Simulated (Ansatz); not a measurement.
**Response to strain in CuI**

Base system: CuI in the zinc blende structure (space group F-43m, No. 216; a = 5.9393 Å). Axes: x, y, z lie along the cube axes.

Strains are applied to the cell and any free atomic positions relax; under biaxial strain the out-of-plane vector relaxes too.

Method: Kohn–Sham DFT with the PBEsol functional, run in Ansatz (a program for electronic structure) with PAW and 420 eV plane waves, without spin-orbit coupling.

| biaxial strain, plane normal [111], relaxed out of plane (%) | out-of-plane strain (%) |
|---|---|
| 0 | 0.00 |
| 0.42 | ? |
| 0.83 | -0.67 |
| 1.25 | -1.00 |
| 1.67 | -1.32 |
| 2.08 | -1.63 |

Question: Fit ε⊥ = −νε + γε² (strains in %) to the rows shown and predict the withheld row.

Answer: Least squares on the printed values gives ν = 0.82 (the biaxial Poisson response) and γ = 0.019 (largest residual 0.00 %); this predicts -0.34 %, and the run gives -0.34 %, in agreement.

Stability against distortions was not tested. All final runs are without spin polarisation.
